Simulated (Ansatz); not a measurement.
The reference is CdSe in the zinc blende structure (space group F-43m, No. 216; a = 6.133 Å).

Calculations: plane-wave PAW DFT at the r2SCAN level (Ansatz, a program for electronic structure, 500 eV), spin-orbit coupling left out.

Before the change:

```
Quantity                                Result
-----------------------------  ---------------
Electron mass                  0.093 mₑ (at Γ)
Width of the top valence band          2.12 eV
```

It is then changed as follows: the cell is scaled by 1.0200 in all directions, atoms relaxed at fixed cell.

Question: Predict the new mean gap deformation potential ΔEg/Δln V, electron mass, energy relative to the base and width of the top valence band.

Answer: The mean gap deformation potential ΔEg/Δln V is -2.3 eV; the electron mass goes from 0.093 mₑ (at Γ) to 0.086 mₑ (at Γ); the energy goes up by 15 meV/atom; the width of the top valence band shrinks by 0.23 eV to 1.89 eV.

The cells carry an imposed strain or load. Masses are band curvatures over ±0.01 Å⁻¹ around the edge. Whether these cells are dynamically stable was not tested.
